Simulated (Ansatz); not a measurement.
The structure below was relaxed with PBE/PAW in Ansatz (a program for electronic structure), scalar-relativistic without spin-orbit coupling, at pressure 3 GPa.

```yaml
crystal:
  lattice:
    - [0.00000, 2.70461, 2.70461]
    - [2.70461, 0.00000, 2.70461]
    - [2.70461, 2.70461, 0.00000]
  atoms:
    - { symbol: Ni, position: [0.00000, 0.00000, 0.00000] }
    - { symbol: Si, position: [0.25000, 0.25000, 0.25000] }
    - { symbol: Si, position: [0.75000, 0.75000, 0.75000] }
```

**Question.** Find the space group and the Wyckoff positions.

**Answer.** Space group Fm-3m (No. 225); a = b = c = 5.4092 Å, α = β = γ = 90.00°

```
atom  site  symmetry       x       y       z
----  ----  --------  ------  ------  ------
Ni      4a      m-3m  0.0000  0.0000  0.0000
Si      8c      -43m  0.2500  0.2500  0.2500
```

**Question.** Describe the coordination.

**Answer.** The crystal has 12 atoms in its conventional cell. Cell: a = 5.4092 Å, b = 5.4092 Å, c = 5.4092 Å, α = 90.00°, β = 90.00°, γ = 90.00°. Ni is surrounded by 8 Si at 2.342 Å (cubic). Si sees 4 Ni at 2.342 Å and 6 Si at 2.705 Å. (Neighbours: up to the widest gap in distance over summed covalent radii, below 1.35, at either atom; cation-cation and far metal-metal contacts left out.)

Load acts through the strain it causes; cell and atoms are relaxed under it. Stability against distortions was not tested. The final runs are not spin-polarised. The cell was made from NiSi2 (space group Fm-3m, No. 225; non-magnetic) by this change: pressure 3 GPa.
